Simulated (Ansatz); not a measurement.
System: Ga2O3 (model structure, started from the A-La2O3 type, P-3m1, No. 164, 5 atoms in the cell). Method: PBEsol (plane waves, PAW; Ansatz, a program for electronic structure).

Settings: plane-wave cutoff 500 eV, 18×18×8 k mesh (along the axes of the cell as run), Fermi–Dirac smearing 0.05 eV, scalar-relativistic PAW data made under PBE.

Cell (relaxed at this level):

```cif
data_Ga2O3
_chemical_formula_sum 'Ga2 O3'
_space_group_name_H-M_alt 'P-3m1'
_space_group_IT_number 164
_space_group_name_Hall '-P 3 2"'
_cell_length_a 2.99331
_cell_length_b 2.99331
_cell_length_c 6.97123
_cell_angle_alpha 90.000
_cell_angle_beta 90.000
_cell_angle_gamma 120.000
loop_
_atom_site_label
_atom_site_type_symbol
_atom_site_symmetry_multiplicity
_atom_site_Wyckoff_symbol
_atom_site_fract_x
_atom_site_fract_y
_atom_site_fract_z
_atom_site_occupancy
Ga1 Ga 2 d 0.33333 0.66667 0.20008 1
O1 O 1 a 0.00000 0.00000 0.00000 1
O2 O 2 d 0.66667 0.33333 0.30493 1
```

Q: Predict the band gap.

A: 
band gap: 2.47 eV (on the SCF k mesh)

Note: the relaxation could raise the start's symmetry but not lower it, so the cell can be a saddle point; the cell has widely spaced layers and the level no dispersion term, so their spacing and the moduli can rest on weak binding.

Spin–orbit coupling is not included.

Static lattice: no zero-point or thermal effects.

A model structure was made by putting elements into a prototype or built by hand; it is no filed structure, need not be a known phase, and can be a saddle point held by its symmetry.
